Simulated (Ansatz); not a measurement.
**1T (CdI2-type) CaI2**

The numbers are results of r²SCAN-D4 in Ansatz (PAW), not measurements.

Numerical settings: plane-wave cutoff 500 eV, 12×12×6 k mesh (along the axes of the cell as run), gaussian smearing 0.02 eV, scalar-relativistic PAW data made under PBE.

Cell (relaxed at this level):

CaI2 is modelled in the trigonal space group P-3m1 (No. 164), the CdI2 type structure, Pearson symbol hP3. Lattice parameters: a = b = 4.4899 Å, c = 7.0552 Å, α = β = 90.00°, γ = 120.00°. Ca on 1a sees 6 I at 3.136 Å (octahedral). I on 2d is coordinated by 3 Ca at 3.136 Å (trigonal pyramidal). (Neighbours: up to the widest gap in distance over summed covalent radii, below 1.35, at either atom; cation-cation and far metal-metal contacts left out.)

```
Quantity                                Value
------------------------------  -------------
volume per atom                 41.06 Å³/atom
equilibrium lattice constant a        4.490 Å
c axis length                         7.055 Å
```

Spin–orbit coupling is not included.

Static lattice: no zero-point or thermal effects.

Cost on a shared machine: about 3 core-minutes (a rough figure).

Ansatz is an electronic-structure program.
